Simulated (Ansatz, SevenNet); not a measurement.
For Al2Cu (I4/mcm, No. 140, 6 atoms in the cell; start mp-998), the machine-learned potential SevenNet-0 (trained on PBE and PBE+U data) gives:

lattice parameter a: 6.081 Å
lattice parameter c: 4.795 Å
bulk modulus B0: 89.6 GPa

Task: What does r²SCAN (plane waves, PAW; Ansatz, a first-principles code) give for the same quantities?

Result: 
- lattice constant a: 5.998 Å (decreases by 1.4 %)
- lattice parameter c: 4.805 Å (increases by 0.2 %)
- bulk modulus: 114 GPa (rises by 27 %)

Changes are worked out from the printed values.

Unless a cell is named, each level is at its own relaxed cell (SevenNet-0 14.77, r²SCAN 14.40 Å³/atom).

Caveats: the bulk modulus is −V dP/dV from two relaxed cells at ±2 % in volume (r²SCAN); the relaxation could not lower the start's symmetry, so the cell can be a saddle point above a distorted one (SevenNet-0, r²SCAN). Ansatz's density-functional and Hartree–Fock values are scalar-relativistic unless marked +SOC, with PAW data made under PBE.

A start named mp-… is a Materials Project structure, which need not be a measured phase.
